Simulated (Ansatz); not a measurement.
Base system: HfN in the rock salt structure (space group Fm-3m, No. 225; a = 4.4683 Å; relaxed with 0.1 eV smearing). Axes: x, y, z lie along the cube axes.

All numbers come from LDA (Ansatz, a program for electronic structure; PAW; 420 eV plane waves; scalar-relativistic without spin-orbit coupling).

Strains are applied to the cell and any free atomic positions relax; under biaxial strain the out-of-plane vector relaxes too.

One change was made to it. Results:

```json
[
 {"quantity": "volume per atom", "base": "11.15 Å³", "after": "11.62 Å³"},
 {"quantity": "energy relative to the base (free energy F)", "base": "0 meV/atom", "after": "+30 meV/atom"},
 {"quantity": "pressure (mean of the normal stresses, compression positive)", "base": "0.0 GPa", "after": "-10.7 GPa"}
]
```

Which of these changes matches the shifts?
(A) biaxial strain +3.00 %, plane normal [001], relaxed out of plane
(B) biaxial strain +2.50 %, plane normal [001], relaxed out of plane
(C) biaxial strain +0.50 %, plane normal [001], relaxed out of plane
(D) biaxial strain −2.00 %, plane normal [001], relaxed out of plane

B, biaxial strain +2.50 %, plane normal [001], relaxed out of plane. For comparison, the energy relative to the base in the other runs: biaxial strain +3.00 %, plane normal [001], relaxed out of plane gives +42 meV/atom; biaxial strain −2.00 %, plane normal [001], relaxed out of plane gives +23 meV/atom; biaxial strain +0.50 %, plane normal [001], relaxed out of plane gives +1.3 meV/atom.

Whether these cells are dynamically stable was not tested. All final runs are without spin polarisation. An odd electron count without spin: HfN.
